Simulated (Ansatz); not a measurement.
## Competing hops of S-vacancy pair in zinc-blende BN, neutral cell

Defect migration in zinc-blende BN: S-vacancy pair (S on one host N site, one N site vacant), neutral cell. All values below come from PBE, PAW (plane waves to 420 eV; Ansatz, a quantum-chemistry and plane-wave program).

64-site cell at the relaxed PBE lattice, a 2×2×2 k-point mesh shifted by half a step, smearing 0.01 eV, spin-restricted, no finite-size correction. No zero-point or tunnelling terms. The charge state is imposed; whether it is stable for some Fermi level was not computed. Forms of the defect that were not tried may lie lower.

Barriers: single points on a 3×3×3 k-point mesh shifted by half a step at the bands' geometries.

```csv
Route,Start site over the lowest site run (eV),Hop (Å),Forward barrier (eV),Backward barrier (eV),Neighbours at the start,Neighbours at the saddle,Saddle order,"Forward, on the band's own sampling (eV)"
the S atom itself jumps into the vacancy (S-vacancy distance between ideal sites 2.56 Å throughout),0.00,2.22,4.54,4.54,"2 B at 1.80, B at 1.85, B at 1.94 Å","B at 1.68, B at 1.87, 2 B at 2.01, B at 2.13 Å",first order,4.55
one N atom jumps into the vacancy from a nearby N site (S-vacancy distance between ideal sites 2.56 → 4.44 Å) (strongly reconstructed ends),0.00,2.67,5.36,4.02,"B at 1.54, 2 B at 1.56, B at 1.57 Å","B at 1.45, B at 1.53, B at 1.78, B at 1.93; N at 2.09 Å",first order,5.37
```

Paths come from climbing-image nudged elastic band runs. Of the routes that converged and passed our checks, the lowest saddle point lies 4.54 eV above the lowest of the sites run (the S atom itself jumps into the vacancy (S-vacancy distance between ideal sites 2.56 Å throughout)); other sites, such as split forms, and other routes may lie lower.  1 more band(s) gave no usable saddle point.

The whole set of runs took roughly 4 core-hours.
